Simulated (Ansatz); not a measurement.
Base system: CdSe in the wurtzite structure (space group P6_3mc, No. 186; a = 4.302 Å, c = 7.021 Å). Axes: x lies along a and z along c of the hexagonal cell.

Structures relaxed with PBEsol, PAW, 420 eV (Ansatz, an electronic-structure program; spin-orbit coupling left out).

Base:

Simulated powder pattern, Mo Kα, λ = 0.71073 Å (kinematic, ideal powder, no thermal factors, no anomalous dispersion; the 14 strongest lines at most, above 2 %, up to 2θ = 40°):

```json
[
 {"2θ (°)": "10.95", "I/Imax (%)": "100", "hkl": "(100)"},
 {"2θ (°)": "11.62", "I/Imax (%)": "60", "hkl": "(002)"},
 {"2θ (°)": "12.40", "I/Imax (%)": "76", "hkl": "(101)"},
 {"2θ (°)": "15.99", "I/Imax (%)": "40", "hkl": "(102)"},
 {"2θ (°)": "19.02", "I/Imax (%)": "96", "hkl": "(110)"},
 {"2θ (°)": "20.66", "I/Imax (%)": "98", "hkl": "(103)"},
 {"2θ (°)": "22.00", "I/Imax (%)": "16", "hkl": "(200)"},
 {"2θ (°)": "22.34", "I/Imax (%)": "63", "hkl": "(112)"},
 {"2θ (°)": "28.22", "I/Imax (%)": "39", "hkl": "(203)"},
 {"2θ (°)": "31.38", "I/Imax (%)": "28", "hkl": "(105)"},
 {"2θ (°)": "33.26", "I/Imax (%)": "18", "hkl": "(300)"},
 {"2θ (°)": "34.26", "I/Imax (%)": "41", "hkl": "(213)"},
 {"2θ (°)": "35.34", "I/Imax (%)": "15", "hkl": "(302)"},
 {"2θ (°)": "36.95", "I/Imax (%)": "16", "hkl": "(205)"}
]
```

It is then changed as follows: biaxial strain +2.40 %, plane normal [001], relaxed out of plane (Cartesian); in-plane vectors clamped, the third vector and the atoms free.

How do the reflections move or split?


Simulated powder pattern, Mo Kα, λ = 0.71073 Å (kinematic, ideal powder, no thermal factors, no anomalous dispersion; the 14 strongest lines at most, above 2 %, up to 2θ = 40°):

```csv
2θ (°),d (Å),I/Imax (%),hkl
10.69,3.815,100,(100)
11.88,3.435,60,(002)
12.23,3.335,66,(101)
16.01,2.553,42,(102)
18.57,2.203,97,(110)
20.86,1.963,82,(103)
21.47,1.908,16,(200)
22.10,1.854,69,(112)
28.07,1.466,34,(203)
31.92,1.293,27,(105)
32.45,1.272,18,(300)
33.87,1.220,37,(213)
34.67,1.193,17,(302)
37.18,1.115,17,(205)
```

The indices refer to the base's conventional cell; one index is shown for lines that coincide.

Whether these cells are dynamically stable was not tested.
